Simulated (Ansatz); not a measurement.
**A computed series for hypothetical Fmmm Ga: pressure series**

Consider Ga (space group Fmmm, No. 69; a = 2.7876 Å, b = 5.0327 Å, c = 10.3681 Å; a hypothetical phase, not in the database extracts checked).

Cell and atoms are relaxed at each pressure.

The values are results of DFT with PBE-D3(BJ), PAW potentials and a 420 eV plane-wave cutoff in Ansatz (a quantum-chemistry and plane-wave program), no SOC, earlier PAW set, not measurements.

Notes on the quantities. enthalpy: H = E + PV relative to the base's energy.

| variant | density | shortest interatomic distance | enthalpy |
|---|---|---|---|
| base | 6.37 g/cm³ | 2.673 Å | – |
| pressure 0.9 GPa | 6.47 g/cm³ | 2.657 Å | +0.10 eV/atom |
| pressure 2.1 GPa | ? | ? | +0.23 eV/atom |
| pressure 4.5 GPa | 6.82 g/cm³ | 2.609 Å | +0.49 eV/atom |
| pressure 9 GPa | 7.18 g/cm³ | 2.565 Å | +0.96 eV/atom |
| pressure 15 GPa | 7.58 g/cm³ | 2.520 Å | +1.54 eV/atom |
| pressure 22.5 GPa | 7.99 g/cm³ | ? | +2.24 eV/atom |

**Question.** What belongs in the blanks?

**Answer.** 
- pressure 2.1 GPa, density: 6.60 g/cm³
- pressure 2.1 GPa, shortest interatomic distance: 2.639 Å
- pressure 22.5 GPa, shortest interatomic distance: 2.477 Å

Load acts through the strain it causes; cell and atoms are relaxed under it. No phonon test of stability was made. Competing high-pressure phases were not computed. The base started in Cmce and relaxed to Fmmm at this level.
